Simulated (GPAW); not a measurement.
# GPAW run on Sr2Ir (Fm-3m, 3 atoms in the cell): self-consistent single point

Method of the run: LDA (Perdew-Wang 92), GPAW PAW datasets LDA (gpaw-data 1.0.1) (plane waves; GPAW).

The input file:

```python
from ase import Atoms
from ase.units import GPa
from gpaw import GPAW

atoms = Atoms(['Sr', 'Sr', 'Ir'],
              cell=[[0.000000, 3.584416, 3.584416],
                    [3.584416, 0.000000, 3.584416],
                    [3.584416, 3.584416, 0.000000]],
              scaled_positions=[[0.750000, 0.750000, 0.750000],
                                [0.250000, 0.250000, 0.250000],
                                [0.000000, 0.000000, 0.000000]],
              pbc=True)

calc = GPAW(mode={'name': 'pw', 'ecut': 600},
            xc='LDA',
            kpts={'size': (6, 6, 6), 'gamma': True},
            occupations={'name': 'methfessel-paxton', 'width': 0.136, 'order': 0},
            nbands=-9,
            convergence={'density': 1e-05, 'energy': 1e-05},
            symmetry={'symmorphic': False, 'tolerance': 0.0005},
            maxiter=150)

atoms.calc = calc

energy = atoms.get_potential_energy()
print('Energy (eV):', round(energy, 6))
forces = atoms.get_forces()
print('Forces (eV/Ang):')
print(forces.round(5))
stress = atoms.get_stress()
print('Stress (GPa, Voigt):', (stress / GPa).round(4))
```

Output, abridged:

```
Input parameters:
  convergence: {density: 1e-05,
                energy: 1e-05}
  kpts: {gamma: True,
         size: (6, 6, 6)}
  maxiter: 150
  mode: {ecut: 600,
         name: pw}
  nbands: -9
  occupations: {name: methfessel-paxton,
                order: 0,
                width: 0.136}
  symmetry: {symmorphic: False,
             tolerance: 0.0005}

species:
  Sr:
    name: Strontium
    Z: 38.0
    valence: 10
    core: 28
    charge: 0.0
    file: Sr.LDA.gz

    # Using partial waves for Sr as LCAO basis

  Ir:
    name: Iridium
    Z: 77.0
    valence: 15
    core: 62
    charge: 0.0
    file: Ir.LDA.gz

    # Using partial waves for Ir as LCAO basis

Reference energy: -657005.708089  # eV

Spin-paired calculation

Convergence criteria:
 Maximum [total energy] change in last 3 cyles: 1e-05 eV / valence electron
 Maximum integral of absolute [dens]ity change: 1e-05 electrons / valence electron
 Maximum integral of absolute [eigenst]ate change: 4e-08 eV^2 / valence electron
 Maximum number of scf [iter]ations: 150

Symmetries present (total): 48
Symmetries with fractional translations: 0
216 k-points: 6 x 6 x 6 Monkhorst-Pack grid + [1/12,1/12,1/12]
16 k-points in the irreducible part of the Brillouin zone
       k-points in crystal coordinates                weights
   0:     0.00000000    0.00000000    0.00000000          1/216
   1:     0.16666667    0.16666667    0.00000000          6/216
   2:     0.16666667    0.16666667    0.16666667          8/216
   [... 7 lines left out ...]
          ...
  15:     0.50000000    0.50000000    0.50000000          4/216

Wave functions: Plane wave expansion
  Cutoff energy: 600.000 eV
  Number of coefficients (min, max): 3046, 3119
  Pulay-stress correction: 0.000000 eV/Ang^3 (de/decut=0.000000)

Occupation numbers: Methfessel-Paxton:
  width: 0.1360  # eV
  order: 0

Eigensolver

Densities:
  Coarse grid: 30*30*30 grid
  Fine grid: 60*60*60 grid
  Total Charge: 0.000000

Density mixing:
  Method: separate
  Backend: pulay
  Linear mixing parameter: 0.05
  old densities: 5
  Damping of long wavelength oscillations: 50

Hamiltonian:
  XC and Coulomb potentials evaluated on a 60*60*60 grid
  External potential:
    NoExternalPotential

Number of atoms: 3
Number of atomic orbitals: 22
Number of bands in calculation: 26
Number of valence electrons: 35
Bands to converge: occupied

Density initialized from atomic densities
  22 bands from LCAO basis set
  4 bands from random numbers

Atomic positions and initial magnetic moments

Positions:
   0 Sr     5.376624    5.376624    5.376624    ( 0.0000,  0.0000,  0.0000)
   1 Sr     1.792208    1.792208    1.792208    ( 0.0000,  0.0000,  0.0000)
   2 Ir     0.000000    0.000000    0.000000    ( 0.0000,  0.0000,  0.0000)

Unit cell:
           periodic     x           y           z      points  spacing
  1. axis:    yes    0.000000    3.584416    3.584416    30     0.1380
  2. axis:    yes    3.584416    0.000000    3.584416    30     0.1380
  3. axis:    yes    3.584416    3.584416    0.000000    30     0.1380

  Lengths:   5.069130   5.069130   5.069130
  Angles:   60.000000  60.000000  60.000000

Effective grid spacing dv^(1/3) = 0.1505

     iter     time        total  log10-change:
                         energy   eigst   dens
iter:   1 --:--:--   -16.168343
iter:   2 --:--:--   -15.719097   -0.50  -1.20
iter:   3 --:--:--   -15.021879   -0.70  -1.29
iter:   4 --:--:--   -15.004431   -1.42  -1.57
iter:   5 --:--:--   -15.036206   -1.68  -1.67
iter:   6 --:--:--   -14.951038   -1.99  -1.95
iter:   7 --:--:--   -15.000533   -2.22  -2.30
iter:   8 --:--:--   -14.946051   -2.43  -2.01
iter:   9 --:--:--   -14.944785   -2.99  -2.87
iter:  10 --:--:--   -14.945217   -4.47  -2.94
iter:  11 --:--:--   -14.944955   -4.98  -3.14
iter:  12 --:--:--   -14.944798   -4.25  -3.27
iter:  13 --:--:--   -14.944891c  -4.87  -3.68
iter:  14 --:--:--   -14.944769c  -5.31  -3.42
iter:  15 --:--:--   -14.944771c  -6.58  -3.83
iter:  16 --:--:--   -14.944864c  -5.22  -3.81
iter:  17 --:--:--   -14.944789c  -5.89  -3.49
iter:  18 --:--:--   -14.944761c  -5.13  -3.66
   [... 6 lines left out ...]
iter:  25 --:--:--   -14.944765c  -6.90  -4.03
iter:  26 --:--:--   -14.944760c  -6.33  -4.03
iter:  27 --:--:--   -14.944758c  -6.68  -4.37
iter:  28 --:--:--   -14.944759c  -7.02  -4.45
iter:  29 --:--:--   -14.944759c  -6.75  -4.38
iter:  30 --:--:--   -14.944759c  -7.49c -4.73
iter:  31 --:--:--   -14.944759c  -8.46c -4.75
iter:  32 --:--:--   -14.944759c  -7.29  -4.79
iter:  33 --:--:--   -14.944759c  -7.52c -4.64
iter:  34 --:--:--   -14.944759c  -8.74c -4.97
iter:  35 --:--:--   -14.944759c  -9.00c -5.00
iter:  36 --:--:--   -14.944759c  -9.51c -5.12c

Converged after 36 iterations.

Dipole moment: (-0.000000, 0.000000, -0.000000) |e|*Ang

Energy contributions relative to reference atoms: (reference = -657005.708089)

Kinetic:         +0.945485
Potential:       +6.882481
External:        +0.000000
XC:             -21.974403
Entropy (-ST):   -0.030655
Local:           -0.782994
SIC:             +0.000000
--------------------------
Free energy:    -14.960086
Extrapolated:   -14.944759

Showing only first 2 kpts
 Kpt  Band  Eigenvalues  Occupancy
  0    15      4.70338    2.00000
  0    16      4.70338    2.00000
  0    17      6.38454    0.00000
  0    18      6.38454    0.00000

  1    15      4.62040    2.00000
  1    16      4.62040    2.00000
  1    17      5.83117    0.14911
  1    18      6.85123    0.00000

Fermi level: 5.69244

No gap
No difference between direct/indirect transitions
Energy (eV): -14.944759

Forces in eV/Ang:
  0 Sr   -0.00000    0.00000    0.00000
  1 Sr    0.00000   -0.00000    0.00000
  2 Ir    0.00000   -0.00000    0.00000

Stress tensor:
     0.013454    -0.000000     0.000000
    -0.000000     0.013454     0.000000
     0.000000     0.000000     0.013454
Stress (GPa, Voigt): [ 2.1555  2.1555  2.1555  0.      0.     -0.    ]
```

The run converged in 36 iterations. GPAW prints stress with tension positive.

The starting cell comes from a database of computed structures (which also holds hypothetical and non-ambient phases and stackings), without a prior relaxation at this level. Its lattice was rescaled by a random factor within 2.5 % of one. Spin-orbit coupling is off. Spin polarisation is off.

Cost on one core of a shared machine: roughly 70 s.
